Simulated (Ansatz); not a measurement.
## A computed series for Si: pressure series

Start from Si in the diamond structure (space group Fd-3m, No. 227; a = 5.4441 Å).

Cell and atoms are relaxed at each pressure.

Calculations: Ansatz (a quantum-chemistry and plane-wave program), r2SCAN, PAW, cutoff 500 eV, spin-orbit coupling left out, earlier PAW set.

**Question.** Only one of these has no band gap. Which?
A. pressure 60 GPa
B. pressure −1 GPa
C. pressure −2 GPa

**Answer.** A, pressure 60 GPa. Computed: pressure −1 GPa: 0.79 eV; pressure 60 GPa: zero; pressure −2 GPa: 0.81 eV

Load acts through the strain it causes; cell and atoms are relaxed under it. Whether these cells are dynamically stable was not tested. Measured, Si leaves this structure (for the β-tin structure) near 12 GPa (room temperature; as listed in arXiv:1906.07825). The zero or small gap of Si under pressure 60 GPa can change with the level of theory.
